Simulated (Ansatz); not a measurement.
Calculation: PBE (plane waves to 420 eV, PAW; Ansatz, a program for electronic structure).

Host crystal: anatase TiO2, with a band gap (PBE, scalar-relativistic without spin-orbit coupling).

Planar average of the electrostatic potential across the slab, in eV from the Fermi level, for Al on the 1x1 (101) surface of anatase TiO2 (cut with top plane O), one in a 2x1 cell, started at the site 'top O':

(z (Å), V (eV)): (5.34, 4.79); (5.64, 4.79); (5.94, 4.79); (6.23, 4.79); (6.53, 4.79); (6.83, 4.79); (7.12, 4.79); (7.42, 4.78); (7.72, 4.77); (8.02, 4.74); (8.31, 4.65); (8.61, 4.38); (8.91, 3.53); (9.20, 1.13); (9.50, -1.49); (9.80, -5.04); (10.09, -8.26); (10.39, -11.37); (10.69, -12.95); (10.98, -11.23); (11.28, -7.45); (11.58, -3.98); (11.88, -1.84); (12.17, -0.08); (12.47, 1.04); (12.77, 0.02); (13.06, -2.22); (13.36, -4.53); (13.66, -7.54); (13.95, -11.57); (14.25, -13.56); (14.55, -11.32); (14.84, -7.08); (15.14, -4.08); (15.44, -1.96); (15.73, -0.14); (16.03, 0.74); (16.33, -0.68); (16.62, -3.19); (16.92, -5.12); (17.22, -7.30); (17.52, -10.77); (17.81, -12.96); (18.11, -11.58); (18.41, -8.19); (18.70, -5.83); (19.00, -3.63); (19.30, -1.82); (19.59, 0.46); (19.89, 1.70); (20.19, 2.29); (20.48, 3.12); (20.78, 3.82); (21.08, 4.20); (21.38, 4.40); (21.67, 4.50); (21.97, 4.56); (22.27, 4.59); (22.56, 4.60); (22.86, 4.61); (23.16, 4.61); (23.45, 4.61); (23.75, 4.61); (24.05, 4.61)

Set-up: 37 atoms, 9.4 Å thick at the start under the adsorbate (thin: gaps and levels are the slab's own); mesh 3x4x1; 0.01 eV smearing; dipole correction on; 14 atoms held, the rest relaxed; no symmetry held; spin-polarised, ending with about 0.2 μB a cell, a value that depends on the mesh; orders that need a larger cell were not tried, no spin-orbit, no U, no dispersion correction. The slab shows no gap over 0.04 eV on its mesh. At the end it is bonded to 3 O + 3 Ti. In PBE it is, or lies within 0.03 eV of, the lowest of the starts that converged.

The vacuum level lies 4.61 eV above the Fermi level over the top face and 4.79 eV above it under the bottom face.
